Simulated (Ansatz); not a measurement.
For ScBeNO (model structure, started from the AlSiCN type, P3m1, No. 156, 4 atoms in the cell), PBE-D3(BJ) in Ansatz (plane waves, PAW) gives:

- lattice constant a = 3.248 Å
- lattice parameter c = 4.855 Å
- cohesive energy = 6.13 eV/atom
- band gap = 3.12 eV

Task: What does r²SCAN+rVV10 (plane waves, PAW; Ansatz, a program for electronic structure) give for the same quantities?

Result: 
- lattice constant a: 3.273 Å (grows by 0.8 %)
- lattice parameter c: 4.811 Å (drops by 0.9 %)
- cohesive energy: 6.01 eV/atom (decreases by 0.12 eV/atom)
- band gap: 3.59 eV (goes up by 0.47 eV)

Changes are worked out from the printed values.

Unless a cell is named, each level is at its own relaxed cell (PBE-D3(BJ) 11.09, r²SCAN+rVV10 11.16 Å³/atom).

Density-functional gaps are differences of (generalised) Kohn–Sham levels.

Ansatz's density-functional and Hartree–Fock values are scalar-relativistic unless marked +SOC, with PAW data made under PBE.

A model structure was made by putting elements into a prototype or built by hand; it is no filed structure, need not be a known phase, and can be a saddle point held by its symmetry.
